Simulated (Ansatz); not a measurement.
We consider zinc-blende NaI (model structure), described by HSE06 (plane waves, PAW; Ansatz, a program for electronic structure).

Numerical settings: plane-wave cutoff 500 eV, 6×6×6 k mesh, gaussian smearing 0.02 eV, scalar-relativistic PAW data made under PBE.

Cell (relaxed at this level):

Space group F-43m (No. 216); a = b = c = 7.123 Å, α = β = γ = 90.00°

```json
[
 {"atom": "Na", "site": "4a", "symmetry": "-43m", "x": "0.0000", "y": "0.0000", "z": "0.0000"},
 {"atom": "I", "site": "4d", "symmetry": "-43m", "x": "0.7500", "y": "0.7500", "z": "0.7500"}
]
```
(The calculation used a cell of 2 atoms; values per cell refer to that cell.)

### Question
Predict the band gap.

### Answer

* **band gap**: 4.78 eV (on the SCF k mesh)

Note: the relaxation could raise the start's symmetry but not lower it, so the cell can be a saddle point.

Spin–orbit coupling is not included; with these elements it can move the gap by several tenths of an eV or more.

The computed numbers hold no vibrational or temperature effects.

Cost on a shared machine: around 9 core-minutes (rough).

A model structure was made by putting elements into a prototype or built by hand; it is no filed structure, need not be a known phase, and can be a saddle point held by its symmetry.
